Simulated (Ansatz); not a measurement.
The starting structures come from a database of crystals and need not be the phases stable at ambient conditions.

The decay constant κ of evanescent states in the gap governs leakage through a thin film.

Data:

```
CELL_PARAMETERS angstrom
      6.83578     0.00000     0.00000
      0.00000     6.83578     0.00000
      3.41789    -3.41789     5.63131
ATOMIC_POSITIONS crystal
  Sr 0.16874 0.33126 0.00000
  Sr 0.83126 0.66874 0.00000
  Sr 0.66874 0.16874 0.00000
  Sr 0.33126 0.83126 0.00000
  Sr 0.75000 0.25000 0.50000
  Sr 0.25000 0.75000 0.50000
  Al 0.25000 0.25000 0.50000
  Al 0.75000 0.75000 0.50000
  O  0.49417 0.00583 0.29616
  O  0.50583 0.99417 0.70384
  O  0.99417 0.79033 0.29616
  O  0.00583 0.20967 0.70384
  O  0.20967 0.29033 0.29616
  O  0.79033 0.70967 0.70384
  O  0.70967 0.50583 0.29616
  O  0.29033 0.49417 0.70384
  F  0.50000 0.50000 0.00000
  F  0.00000 0.00000 0.00000
```

Space group of this cell: I4/mcm. The cell is taken as given; by r2SCAN its mean pressure is -3.5 GPa.

Transport runs along the normal of the first two printed cell vectors, the (001) plane of the conventional cell.

The gap is the functional's own. No spin-orbit coupling. Mid-gap values are interpolated on the energy grid.

**Question.** State the band gap and the smallest decay constant κ at mid-gap according to r2SCAN (Ansatz, a quantum-chemistry and plane-wave program).

**Answer.** Gap 4.77 eV on a 6×6×6 mesh; κ = 0.381 1/Å, at the zone centre.
